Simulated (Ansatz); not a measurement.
```xyz
2
Lattice="0.0000 2.0754 2.1070 2.0754 0.0000 2.1070 2.0754 2.0754 0.0000" Properties=species:S:1:pos:R:3 pbc="T T T"
Mg     0.0000     0.0000     0.0000
O      2.0754     2.0754     2.1070
```

These are PBEsol, rigid bands (plane waves, PAW, scalar-relativistic; Ansatz, a first-principles code) values and carry that method's errors. Condition of this run: biaxial strain xx = yy = -1.5 %, z clamped. Cell: cell and atoms relaxed with PBEsol, then loaded as said.

Problem. What conductivity effective mass do dilute holes have at 300 K?

Solution. 2.2 mₑ.

Problem. Predict the electron conductivity mass (n e² τ/σ) at 300 K, by direction if it differs.

Solution. 0.37 (x), 0.37 (y), 0.35 (z) mₑ.

Problem. And the band gap?

Solution. 4.90 eV at this level; semilocal functionals usually fall short of the measured gap.

Rigid bands, one relaxation time for all states, no polarons. Spin-orbit coupling is left out.
